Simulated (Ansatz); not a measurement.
## What pressure −2 GPa does to KTaO3

Base system: KTaO3 in the cubic perovskite structure (space group Pm-3m, No. 221; a = 4.0244 Å).

The change: a negative pressure, −2 GPa.

Calculations: PBE (Ansatz, an electronic-structure program; PAW; 420 eV plane waves; no spin-orbit coupling). k-mesh 8×8×8 (Γ-centred); smearing 0.05 eV (Fermi–Dirac).

The volume per atom goes up by 0.14 Å³ (13.04 Å³ → 13.18 Å³) and the density shrinks by 0.074 g/cm³ to 6.75 g/cm³. The lattice parameter a rises by 1.5 pm (402.4 pm → 403.9 pm) and the shortest interatomic distance rises by 0.73 pm, from 201.2 pm to 202.0 pm. The band gap falls by 0.025 eV, from 2.16 eV to 2.14 eV and the gap character remains indirect, R → Γ. The smallest direct gap shrinks by 0.02 eV, from 2.78 eV to 2.76 eV and the width of the top valence band stays 1.07 eV.

Final structure:

```xyz
5
Lattice="4.0390 0.0000 0.0000 0.0000 4.0390 0.0000 0.0000 0.0000 4.0390" Properties=species:S:1:pos:R:3 pbc="T T T"
K      0.0000     0.0000     0.0000
Ta     2.0195     2.0195     2.0195
O      0.0000     2.0195     2.0195
O      2.0195     2.0195     0.0000
O      2.0195     0.0000     2.0195
```

Cost of the whole job for the changed cell (relaxation, final SCF and bands): around 24 core-seconds (rough).

With Ta present, leaving out spin-orbit coupling can change the band edges. Load acts through the strain it causes; cell and atoms are relaxed under it. Whether these cells are dynamically stable was not tested.
